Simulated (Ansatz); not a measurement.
Inside the gap of an insulator the Bloch states are evanescent, with a wavenumber k + iκ along the transport direction.

Input:

```
Ga2O3
1.0
    4.99740     0.00000     0.00000
    0.00000    13.45065     0.00000
    2.49870     4.48355     1.44263
Ga O
4 6
Direct
  0.00000   0.14441   0.00000
  0.00000   0.85559   0.00000
  0.00000   0.35559   0.00000
  0.00000   0.64441   0.00000
  0.30316   0.25000   0.00000
  0.69684   0.75000   0.00000
  0.39368   0.94684   0.90948
  0.60632   0.05316   0.09052
  0.30316   0.55316   0.09052
  0.69684   0.44684   0.90948
```

Space group of this cell: R-3c, corundum. The cell is taken as given; by r2SCAN its mean pressure is -1.4 GPa.

Transport runs along the normal of the first two printed cell vectors, the (100) plane of the conventional cell.

No gap correction and no spin-orbit coupling; mid-gap values are interpolated between computed energies.

Q: State the band gap and the smallest decay constant κ at mid-gap according to r2SCAN run with Ansatz (a first-principles code).

A: Gap 3.48 eV on a 20×20×20 mesh; κ = 0.252 1/Å, at the zone centre.
